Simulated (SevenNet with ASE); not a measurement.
Molecular dynamics of GeSi melt or glass, 64 atoms, at 1350 K and 0 GPa, brought to that temperature within a few picoseconds.

Computed with machine-learned potential SevenNet-0 (11 Jul 2024), trained on MPtrj (PBE and PBE+U) (SevenNet with ASE).

```
Quantity                                                                                     Result
--------------------------------------------------------------  -----------------------------------
state found                                                                                  liquid
density                                                                           3.94 ± 0.02 g/cm³
volume per atom                                                                  21.2 ± 0.1 Å³/atom
potential energy per atom                                                    -4.510 ± 0.003 eV/atom
first peak of g(r), Ge-Si                                                        2.57 Å, height 2.1
coordination number of Ge by Si                                            3.10 (counted to 3.30 Å)
coordination number of Si by Ge                                            3.10 (counted to 3.30 Å)
first peak of g(r), Ge-Ge                                                        2.69 Å, height 2.0
coordination number of Ge by Ge                                            6.20 (counted to 3.98 Å)
first peak of g(r), Si-Si                                                        2.48 Å, height 3.6
coordination number of Si by Si                                            3.32 (counted to 3.14 Å)
self-diffusion coefficient of Ge (not corrected for cell size)            (1.3 ± 0.1) × 10^-4 cm²/s
self-diffusion coefficient of Si (not corrected for cell size)            (2.0 ± 0.4) × 10^-4 cm²/s
mean frequency of the vibrational (phonon) density of states                                3.8 THz
volume change from the starting cell                                                         0.99 %
cost                                                            about 3 core-hours (a rough figure)
```

Caution: a run this short can hold a crystal over, or a liquid under, the potential's own melting point, which these runs don't give.

States go by the mean squared displacement: a species diffuses where it passes 1.5 Å², still rises and gives D over 1e-6 cm²/s; a crystal has left its structure where atoms lie 0.35 Å off their sites on average or a cubic box changes its shape by 3 %, or the axial ratios of another lie 8 % off the starting cell's, which the potential's own relaxation can also do.

Errors of D are the spread over four groups of atoms in one short run; a floor of about 5 %, a picked value, is safer.

Errors shown are sampling errors alone.

```tsv
frequency (THz)	vibrational (phonon) density of states (1/THz), total	vibrational (phonon) density of states (1/THz), Ge	vibrational (phonon) density of states (1/THz), Si
0.09400	0.2813	0.1962	0.0851
0.4705	0.2556	0.1802	0.0753
0.8470	0.2223	0.1523	0.0700
1.223	0.1971	0.1297	0.0674
1.600	0.1630	0.1030	0.0600
1.976	0.1393	0.0865	0.0528
2.353	0.1265	0.0784	0.0480
2.729	0.1084	0.0673	0.0411
3.105	0.0943	0.0550	0.0393
3.482	0.0911	0.0500	0.0411
3.858	0.0825	0.0430	0.0395
4.234	0.0748	0.0345	0.0403
4.611	0.0712	0.0289	0.0422
4.987	0.0643	0.0240	0.0403
5.364	0.0624	0.0210	0.0414
5.740	0.0614	0.0190	0.0424
6.116	0.0617	0.0169	0.0447
6.493	0.0604	0.0141	0.0463
6.869	0.0520	0.0118	0.0402
7.245	0.0467	0.0104	0.0363
7.622	0.0460	0.0092	0.0368
7.998	0.0427	0.0073	0.0355
8.375	0.0369	0.0060	0.0309
8.751	0.0347	0.0047	0.0300
9.127	0.0308	0.0043	0.0265
9.504	0.0289	0.0036	0.0253
9.880	0.0268	0.0032	0.0236
10.26	0.0245	0.0027	0.0218
10.63	0.0205	0.0023	0.0182
11.01	0.0165	0.0018	0.0147
11.39	0.0145	0.0015	0.0130
11.76	0.0118	0.0013	0.0105
12.14	0.0100	0.0011	0.0088
12.52	0.0088	0.0009	0.0079
12.89	0.0082	0.0008	0.0074
13.27	0.0069	0.0007	0.0062
13.64	0.0052	0.0006	0.0046
14.02	0.0049	0.0005	0.0043
14.40	0.0042	0.0005	0.0037
14.77	0.0036	0.0004	0.0033
15.15	0.0031	0.0003	0.0028
15.53	0.0028	0.0003	0.0025
15.90	0.0022	0.0002	0.0020
16.28	0.0019	0.0002	0.0017
16.66	0.0018	0.0002	0.0016
17.03	0.0016	0.0002	0.0014
17.41	0.0015	0.0001	0.0013
17.78	0.0014	0.0001	0.0012
18.16	0.0012	0.0001	0.0011
18.54	0.0010	0.0001	0.0009
```
